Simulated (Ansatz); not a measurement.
Consider CrAgO₂ (space group R-3m, No. 166; a = 2.9662 Å, c = 18.4554 Å (hexagonal axes); ferromagnetic; a model cell). Axes: x lies along a and z along c of the hexagonal cell.

The values are results of DFT with PBEsol, PAW potentials and a 420 eV plane-wave cutoff in Ansatz (a program for electronic structure), without spin-orbit coupling, not measurements.

Perturbation: uniaxial strain ε_yy = +1.52 %, all other strain components held at zero; the atoms relax in the strained cell.

### Question
Predict the stress tensor and what it implies for the stiffness.

### Answer
Stress of the strained cell less that of the base (GPa, compression positive):
```
   -1.2     0.0     0.0
    0.0    -3.8     0.0
    0.0     0.0    -1.7
```

Then −Δσ_ii/ε with ε = 0.0152 gives secant stiffness values (nonlinear terms included at this strain): C22 ≈ 247 GPa, C12 ≈ 80 GPa and C23 ≈ 110 GPa.

No phonon test of stability was made. No Hubbard U is applied and the magnetic state is the run's own (CrAgO2 ferromagnetic); small cells can't hold the antiferromagnetic order that many such compounds have, so gaps and moments can be off.
